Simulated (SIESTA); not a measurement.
Worked example: self-consistent single point of LuInCo₄ (F-43m, 6 atoms in the cell) in SIESTA.

Level of theory: GGA PBEsol, numerical atomic orbitals TZP, PseudoDojo PBEsol standard norm-conserving potentials (rewritten from UPF to PSML) in SIESTA.

```xyz
6
Lattice="0.0000 3.5068 3.5068 3.5068 0.0000 3.5068 3.5068 3.5068 0.0000" Properties=species:S:1:pos:R:3 pbc="T T T"
Lu     5.2603     5.2603     5.2603
In     0.0000     0.0000     0.0000
Co     4.3852     2.6285     4.3852
Co     2.6285     2.6285     2.6285
Co     2.6285     4.3852     4.3852
Co     4.3852     4.3852     2.6285
```
Moments meant for the start (each program seeds them in its own way; μB, in the order of the atoms Lu In Co Co Co Co): 0.0 0.0 3.0 3.0 3.0 3.0.

Reference input (self-consistent single point, DFT, GGA PBEsol, numerical atomic orbitals TZP, PseudoDojo PBEsol standard norm-conserving potentials (rewritten from UPF to PSML)): XC.functional = GGA; XC.authors = PBEsol; potentials = PseudoDojo PBEsol standard; PAO.BasisSize = TZP; PAO.EnergyShift = 0.01 Ry; MeshCutoff = 300 Ry; kgrid.MonkhorstPack = 5 5 5; OccupationFunction = MP; OccupationMPOrder = 0; ElectronicTemperature = 1578.21 K; Spin = polarized; DM.InitSpin = [1 +0.00, 2 +0.00, 3 +3.00, 4 +3.00, 5 +3.00, 6 +3.00]. This run's input differs from it in these lines:

```diff
@@ -58,2 +58,4 @@
 Charge.Mulliken              end
+Charge.Hirshfeld             end
+Charge.Voronoi               end
```

Log, with long lists cut:

```
        iscf     Eharris(eV)        E_KS(eV)     FreeEng(eV)     dDmax    Ef(eV) dHmax(eV)
   scf:    1   -24995.819778   -25098.673347   -25098.702787  1.443948 -1.726969 22.155248
     spin moment: {S} , |S| = {        0.0        0.0    8.44907 }     8.44907
   scf:    2   -25150.077631   -25130.936182   -25130.991414  0.276366 -2.978741  9.224634
     spin moment: {S} , |S| = {        0.0        0.0    7.90366 }     7.90366
   scf:    3   -25140.239357   -25137.001144   -25137.065395  0.160461 -3.733135  6.561398
     spin moment: {S} , |S| = {        0.0        0.0    7.52222 }     7.52222
   [... lines left out ...]
     spin moment: {S} , |S| = {        0.0        0.0    4.57270 }     4.57270
   scf:   22   -25139.251291   -25139.251289   -25139.329079  0.000174 -4.238945  0.001117
     spin moment: {S} , |S| = {        0.0        0.0    4.56952 }     4.56952
   scf:   23   -25139.251292   -25139.251290   -25139.329079  0.000025 -4.239113  0.000671
     spin moment: {S} , |S| = {        0.0        0.0    4.56900 }     4.56900
   scf:   24   -25139.251291   -25139.251290   -25139.329079  0.000009 -4.239124  0.000690
     spin moment: {S} , |S| = {        0.0        0.0    4.56894 }     4.56894
SCF Convergence by DM+H criterion
max |DM_out - DM_in|         :     0.0000086674
max |H_out - H_in|      (eV) :     0.0006903277
SCF cycle converged after 24 iterations

Using DM_out to compute the final energy and forces

siesta: E_KS(eV) =           -25139.2513

siesta: E_KS - E_eggbox =    -25139.2513

siesta: Atomic forces (eV/Ang):
     1    0.000045    0.000045    0.000046
     2    0.000033    0.000032    0.000023
     3    0.012683   -0.012760    0.012686
     4   -0.012684   -0.012684   -0.012682
     5   -0.012760    0.012683    0.012686
     6    0.012682    0.012683   -0.012757
   Tot    0.000000    0.000000    0.000000
   Max    0.012760
   Res    0.010372    sqrt( Sum f_i^2 / 3N )
   Max    0.012760    constrained

   [... lines left out ...]
siesta: FreeEng =    -25139.329079
siesta: Cell volume =         86.254092 Ang**3
siesta:        -107.87035453       -108.69894846  kBar
   [... lines left out ...]

Voronoi Atomic Populations:
Atom #   charge [q] valence [e]      Sz [e]  Species
     1     0.158044   24.841956   -0.234575  Lu
     2     0.145003   12.854997   -0.096122  In
     3    -0.075750   17.075750    1.224953  Co
     4    -0.075759   17.075759    1.224791  Co
     5    -0.075749   17.075749    1.224954  Co
     6    -0.075760   17.075760    1.224947  Co
 Total     0.000029                4.568948
```

The run converged in 24 iterations. Against the reference run the pressure stays at -10.79 GPa, the largest force stays at 0.022 eV/Å and the size of the net moment stays at 0.76 μB/atom.

The starting cell comes from a database of computed structures (which also holds hypothetical and non-ambient phases and stackings), without a prior relaxation at this level. The magnetic order is the one reached from the typed start; others were not searched systematically. Values carry the incompleteness of an atom-centred basis. With a pressure of about -11 GPa the cell is away from its equilibrium volume at this level.

Cost on one core of a shared machine: roughly 9 min.
